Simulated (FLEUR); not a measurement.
# Short convergence ladders for the (001) slab of Co (cut from a parent of space group no. 194; 4 atoms in the cell)

```xyz
4
Lattice="2.5225 0.0000 0.0000 -1.2613 2.1846 0.0000 0.0000 0.0000 20.1355" Properties=species:S:1:pos:R:3 pbc="T T T"
Co     1.2613     0.7282     7.0000
Co     0.0000     1.4564     9.0452
Co     1.2613     0.7282    11.0903
Co     0.0000     1.4564    13.1355
```
Moments meant for the start (each program seeds them in its own way; μB, in the order of the atoms Co Co Co Co): 3.0 3.0 3.0 3.0.

Base method: LDA (Vosko-Wilk-Nusair), all-electron FLAPW (FLEUR, film geometry), scalar-relativistic valence.

Base settings: Kmax = 3.8 1/bohr; GmaxXC = 15.2 1/bohr; xcFunctional = vwn; jspins = 2; l_soc = F; mode = hist; fermiSmearingEnergy = 0.00367493 Htr; mesh (inpgen div1-3) = 7 7 1; inpgen gamma flag = false; Gmax = 15.2 1/bohr.

Core times come from one kind of shared machine, to one figure; runs under 30 s give none.

**The k-point mesh**

Moved along: kpt_gamma.

Only quantities that move along the ladder and can be compared are tabulated.

| kpt_div | free energy less the last step's (meV/atom) | largest difference of a force vector from the last step's (eV/Å) | net moment (μB/atom) | core time / last (rough) |
|---|---|---|---|---|
| 3 3 1 | 24.93 | 0.218 | 1.894 | 0.1 |
| 5 5 1 | 30.47 | 0.057 | 1.844 | 0.1 |
| 7 7 1 | 17.38 | 0.069 | 1.625 | 0.2 |
| 8 8 1 | -3.95 | 0.033 | 1.728 | 0.2 |
| 28 28 1 | 0.00 | 0.000 | 1.676 | 1 |

Coarsest kpt_div that holds the net moment within 0.02 μB/atom: not settled: the last two steps still differ by 0.052 μB/atom, over half the tolerance, so the ladder does not show it.

**The setting dVac**

Moved along: dTilda.

The mesh stays at the base's, so the ladder's end is converged at best in this setting alone.

Only quantities that move along the ladder and can be compared are tabulated.

```tsv
dVac	free energy less the last step's (meV/atom)	largest difference of a force vector from the last step's (eV/Å)	core time / last (rough)
16.79 bohr	-10.60	0.015	0.8
17.29 bohr	-7.67	0.011	0.7
19.29 bohr	-5.28	0.011	0.8
22.29 bohr	0.00	0.000	1
```

Coarsest dVac that holds the free energy within 2 meV/atom: not settled: the last two steps still differ by 5.3 meV/atom, over half the tolerance, so the ladder does not show it.

Coarsest dVac that holds the forces within 0.005 eV/Å: not settled: the last two steps still differ by 0.011 eV/Å, over half the tolerance, so the ladder does not show it.

On the base run: the starting cell has typed, rounded lattice constants, without a prior relaxation at this level. The slab is cut from that crystal, and its faces are unrelaxed. Its lattice was rescaled by up to half a per cent. The magnetic order is the one reached from the typed start; others were not searched systematically. Values depend on the basis (sphere radii, cutoffs, local orbitals), which need not be converged. In the base run, forces exceed 1 eV/Å.
